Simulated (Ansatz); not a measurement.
We consider MoPt₂ (Immm, No. 71), described by PBEsol (Ansatz, an electronic-structure program, plane waves, PAW).

Run with plane-wave cutoff 520 eV, 24×24×24 k mesh, Fermi–Dirac smearing 0.05 eV, no spin polarisation, scalar-relativistic PAW data made under PBE.

Energies at three volumes about the minimum:

| V (Å³/atom) | E − E_lowest (meV/atom) |
|---|---|
| 14.570 | 5.89 |
| 14.867 | 0.00 |
| 15.164 | 5.43 |

Task: Fit a parabola by hand: where is the minimum, and what is the bulk modulus?

Result: Slopes: (0.00 − 5.89)/(14.867 − 14.570) = -19.832 and (5.43 − 0.00)/(15.164 − 14.867) = 18.283 meV/Å³. Curvature E″ = 2 × (18.283 − (-19.832))/(15.164 − 14.570) = 128.333 meV/Å⁶. From the middle of the first interval, the slope vanishes at V0 = 14.7185 − (-19.832)/128.333 = 14.873 Å³/atom. B = V0 E″ = 14.873 × 128.333 meV/Å³ × 0.1602 GPa per meV/Å³ = 306 GPa. The full Birch–Murnaghan fit to all volumes gives V0 = 14.867 Å³/atom and B0 = 305 GPa.

Shape and atoms are relaxed at each volume.

Note: the relaxation could not lower the start's symmetry, so the cell can be a saddle point above a distorted one.
